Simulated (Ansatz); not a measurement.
**S on the 1x1 (101) surface of anatase TiO2 (cut with top plane O), one in a 1x1 cell, started at the site 'top O'**

Host crystal: anatase TiO2, with a band gap (PBE, scalar-relativistic without spin-orbit coupling).

All values below come from PBE (plane waves to 420 eV, PAW; Ansatz, an electronic-structure program).

Model: 19-atom slab, 9.4 Å thick at the start under the adsorbate (thin: gaps and levels are the slab's own), 6x4x1 mesh, Fermi-Dirac 0.01 eV, dipole correction, 7 atoms held, the rest relaxed; held to the part of the start's symmetry that mesh and held atoms allow; spin-polarised, no spin-orbit, no U, no dispersion correction. The starting moment vanished. At the end it is bonded to O + Ti. In PBE it is, or lies within 0.03 eV of, the lowest of the starts that converged.

| Quantity | Value |
|---|---|
| energy of the end state, in which the adsorbate paired with a surface O atom, against ⅛ S8(g) | 1.19 eV |
| gap of the slab on its k-mesh | 0.84 eV |
| highest filled level below the top vacuum level | 5.51 eV |
| change of the step from the bottom to the top vacuum level, against the clean slab | -0.18 eV |
| energy released by relaxation | 1.30 eV |
| height of the binding atom over the mean of the host atoms within 0.3 Å of the top one | 2.289 bohr |
| magnetic moment of the cell | 0.00 μB |
| largest move of a host atom | 0.24 Å |
| note | in the relaxation the adsorbate left its starting site by 0.9 Å |
| cost | about 26 core-minutes (a rough figure) |

A negative adsorption energy means that the adsorbate is more stable on the surface than in its reference.
